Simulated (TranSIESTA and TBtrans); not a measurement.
Run with TranSIESTA and TBtrans (open boundaries, self-consistent; PseudoDojo norm-conserving potentials, scalar-relativistic): Spin polarized, PAO.BasisSize DZP, PAO.EnergyShift 0.15 eV, XC.Authors PBE, Mesh.Cutoff 200 Ry, ElectronicTemperature 300 K, TS.Voltage 0.0 eV, TBT.Elecs.Eta 0.001 eV.

System: Ga chain with one N atom inserted. Leads: straight Ga chain, spacing 2.55 Å. Geometry: 3 atoms about the centre moved by SIESTA (PBE, DZP) to a largest force of 0.02 eV/Å, all others as built, motion along the axis alone. Transport runs along z; the first 6 and the last 6 of the 19 atoms are the lead cells, repeated to infinity.

```xyz
19
Lattice="9.000 0.000 0.000 0.000 9.000 0.000 0.000 0.000 47.200" Properties=species:S:1:pos:R:3 pbc="F F T"
Ga     4.500     4.500     0.000
Ga     4.500     4.500     2.550
Ga     4.500     4.500     5.100
Ga     4.500     4.500     7.650
Ga     4.500     4.500    10.200
Ga     4.500     4.500    12.750
Ga     4.500     4.500    15.300
Ga     4.500     4.500    17.850
Ga     4.500     4.500    20.566
N      4.500     4.500    22.349
Ga     4.500     4.500    24.127
Ga     4.500     4.500    26.800
Ga     4.500     4.500    29.350
Ga     4.500     4.500    31.900
Ga     4.500     4.500    34.450
Ga     4.500     4.500    37.000
Ga     4.500     4.500    39.550
Ga     4.500     4.500    42.100
Ga     4.500     4.500    44.650
```
Starting moments (μB): atom 10 +1.

Q: Predict: conductance at 300 K (G0 = 2e²/h); thermopower (μV/K); mean T from −0.5 to 0.5 eV.

A: conductance at 300 K (G0 = 2e²/h): 0.86; thermopower (μV/K): -2.1; mean T from −0.5 to 0.5 eV: 0.75. Moments were seeded on the central atoms alone, and one start was tried. The straight chain is held at its spacing; free chains may zigzag or dimerise.
